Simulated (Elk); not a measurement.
Worked example: self-consistent single point of CuI (P1, 2 atoms in the cell) in Elk.

Level of theory: Elk with LDA (PW92), all-electron FP-LAPW, Elk's shipped species files, APW+lo basis with extra local orbitals.

```
CELL_PARAMETERS angstrom
      0.00000     3.02500     3.02500
      3.02500     0.00000     3.02500
      3.02500     3.02500     0.00000
ATOMIC_POSITIONS crystal
  Cu 0.00347 0.00127 0.00056
  I  0.24652 0.24874 0.24944
```

Reference input (self-consistent single point, DFT, PBE, all-electron FP-LAPW, Elk's shipped species files, APW+lo basis with extra local orbitals): xctype = 20; rgkmax = 7.5; swidth = 0.000367493 Ha; ngridk = 6 6 6; gmaxvr = 16 1/bohr; nxlo = 2; lorbcnd = true; rmtscf = 0.92; lmaxi = 3; maxscl = 100. This run's input differs from it in these lines:

```diff
@@ -2,5 +2,2 @@
   0
-
-xctype
-  20
```

The program printed (abridged):

```
│ Self-consistent loop started │
│ Loop number : 1 │
 total energy                :     -8764.59538964
│ Loop number : 2 │
 total energy                :     -8764.94122746
RMS change in Kohn-Sham potential (target) :   0.1347504838     (  0.1000000000E-05)
Absolute change in total energy (target)   :   0.3458378150     (  0.1000000000E-03)
│ Loop number : 3 │
 total energy                :     -8766.31579288
RMS change in Kohn-Sham potential (target) :   0.9556705012E-01 (  0.1000000000E-05)
Absolute change in total energy (target)   :    1.461024875     (  0.1000000000E-03)
│ Loop number : 4 │
   [... lines left out ...]
Absolute change in total energy (target)   :   0.2890517826E-03 (  0.1000000000E-03)
│ Loop number : 16 │
 total energy                :     -8765.77873981
RMS change in Kohn-Sham potential (target) :   0.1142798155E-05 (  0.1000000000E-05)
Absolute change in total energy (target)   :   0.1662370069E-03 (  0.1000000000E-03)
│ Loop number : 17 │
 total energy                :     -8765.77876204
RMS change in Kohn-Sham potential (target) :   0.1376227020E-06 (  0.1000000000E-05)
Absolute change in total energy (target)   :   0.6378808212E-04 (  0.1000000000E-03)
Convergence targets achieved

│ Loop number : 18 │

Energies :
 Fermi                       :     0.159325899105
 total energy                :     -8765.77876240

Density of states at Fermi energy :   0.2743500655E-06
 (states/Hartree/unit cell)

Estimated indirect band gap :   0.3478661951E-01
 from k-point      1 to k-point      1
Estimated direct band gap   :   0.3478661951E-01
 at k-point      1

Charges :
 core                        :    48.00000000
 valence                     :    34.00000000
 interstitial                :    3.925547806
 muffin-tins (core leakage)
  species :    1 (Cu)
   atom    1                 :    27.78595033     (  0.4938179346E-03)
  species :    2 (I)
   atom    1                 :    50.28850186     (  0.6984822665E-03)
 total in muffin-tins        :    78.07445219
 total calculated charge     :    81.99178694
 total charge                :    82.00000000
 error                       :   0.8213057921E-02

│ Self-consistent loop stopped │
```

The run converged in 18 iterations. The count includes the last loop, which Elk runs after its targets are met. Against the reference run the gap on the mesh goes from 1.093 to 0.947 eV.

The starting cell has typed, rounded lattice constants, without a prior relaxation at this level. Its atoms were displaced at random from the sites of space group no. 216. Spin-orbit coupling is off. Values depend on the basis (sphere radii, cutoffs, local orbitals), which need not be converged.

Cost on one core of a shared machine: roughly 4 min.
